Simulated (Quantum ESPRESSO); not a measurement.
Quantum ESPRESSO run on a (001) slab of MgMo3 (cut from a parent of space group no. 225; 8 atoms in the cell): self-consistent single point.

Method of the run: PBE, PseudoDojo standard norm-conserving (PBE) pseudopotentials (plane waves; Quantum ESPRESSO).

The change in words: lattice scaled in the plane by 0.98. Reference geometry:
```
MgMo3
1.0
    4.50924     0.00000     0.00000
   -4.50924     4.50924     0.00000
    0.00000     0.00000    14.78280
Mg Mo
2 6
Direct
  0.00000   0.00000   0.66177
  0.00000   0.50000   0.44608
  0.50000   0.00000   0.55392
  0.50000   0.50000   0.55392
  0.00000   0.50000   0.66177
  0.50000   0.50000   0.33823
  0.50000   0.00000   0.33823
  0.00000   0.00000   0.44608
```

Reference input (self-consistent single point, DFT, PBE, plane waves, PseudoDojo standard norm-conserving (PBE) pseudopotentials): ecutwfc = 85 Ry; occupations = smearing; smearing = fermi-dirac; degauss = 0.0099958 Ry; potentials = {Mg: Mg.upf, Mo: Mo.upf}; K_POINTS = automatic 5 5 1 0 0 0; conv_thr = 1e-10 Ry; mixing_beta = 0.2. This run's input differs from it in these lines:

```diff
@@ -25,4 +25,4 @@
 CELL_PARAMETERS {bohr}
-   8.52123052     0.00000000     0.00000000
-  -8.52123052     8.52123052     0.00000000
+   8.35080557     0.00000000     0.00000000
+  -8.35080557     8.35080557     0.00000000
    0.00000000     0.00000000    27.93544336
```

Output, abridged:

```
     Self-consistent Calculation

     iteration #  1     ecut=    85.00 Ry     beta= 0.20

     total energy              =   -1079.30079640 Ry
     estimated scf accuracy    <       4.46775906 Ry

     iteration #  2     ecut=    85.00 Ry     beta= 0.20

     total energy              =   -1078.56034839 Ry
     estimated scf accuracy    <      42.45882727 Ry

     iteration #  3     ecut=    85.00 Ry     beta= 0.20

     total energy              =   -1080.01997099 Ry
     estimated scf accuracy    <      10.82795667 Ry

   [... 19 blocks of this kind left out ...]

     iteration # 23     ecut=    85.00 Ry     beta= 0.20

     total energy              =   -1080.31014643 Ry
     estimated scf accuracy    <          7.7E-10 Ry

     iteration # 24     ecut=    85.00 Ry     beta= 0.20
     End of self-consistent calculation

     the Fermi energy is     5.7591 ev

!    total energy              =   -1080.31014643 Ry
     estimated scf accuracy    <          9.4E-11 Ry
     smearing contrib. (-TS)   =      -0.04221653 Ry
     internal energy E=F+TS    =   -1080.26792990 Ry

     convergence has been achieved in  24 iterations

     Forces acting on atoms (cartesian axes, Ry/au):

     atom    1 type  1   force =     0.00000000   -0.00000000    0.05918208
     atom    2 type  1   force =     0.00000000    0.00000000   -0.00073701
     atom    3 type  2   force =     0.00000000    0.00000000    0.03747923
     atom    4 type  2   force =     0.00000000    0.00000000    0.03747923
     atom    5 type  2   force =     0.00000000    0.00000000   -0.12260749
   [... lines left out ...]

     Total force =     0.147917     Total SCF correction =     0.000030

          total   stress  (Ry/bohr**3)                   (kbar)     P=      -31.42
  -0.00027141   0.00000000   0.00000000          -39.93        0.00        0.00
   0.00000000  -0.00027141   0.00000000            0.00      -39.93        0.00
   0.00000000   0.00000000  -0.00009788            0.00        0.00      -14.40

   JOB DONE.
```

The run converged in 24 iterations. Against the reference run the free energy goes down by 49.5 meV/atom and the largest force goes from 3.505 to 3.152 eV/Å.

The starting cell comes from a database of computed structures (which also holds hypothetical and non-ambient phases and stackings), without a prior relaxation at this level. The slab is cut from that crystal, and its faces are unrelaxed. For this run, on top of that: lattice scaled in the plane by 0.98. Spin polarisation is off. The two faces of this cut differ, and no dipole correction was used. Forces in this geometry exceed 1 eV/Å.

Cost on one core of a shared machine: roughly 6 min.
